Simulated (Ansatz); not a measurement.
Functionals compared on the (0001) surface of wurtzite GaN (2x2 Ga adatom at T4; a constructed slab, bottom: 3 H on 4 bottom sites), in Ansatz (plane waves, PAW). The structure was relaxed with PBE; the other rows are single points on it. Cutoff 420 eV (500 eV for r2SCAN).

Host crystal: wurtzite GaN, with a band gap (PBE, scalar-relativistic without spin-orbit coupling).

Slab: 44 atoms, 13.9 Å thick at the start with caps and adatoms (thin: gaps and levels are the slab's own); k 4x4x1, smearing 0.01 eV, dipole-corrected; 23 atoms held, the rest relaxed; symmetry of the start imposed; no spin, no spin-orbit, no U. These notes are the PBE run's.

| functional | gap of the slab on its k-mesh (eV) | highest filled level below the top vacuum level (eV) |
|---|---|---|
| PBE | 0.29 | 4.62 |
| RPBE | 0.32 | 4.51 |
| r2SCAN | 0.59 | 4.84 |

Ansatz is an electronic-structure program.
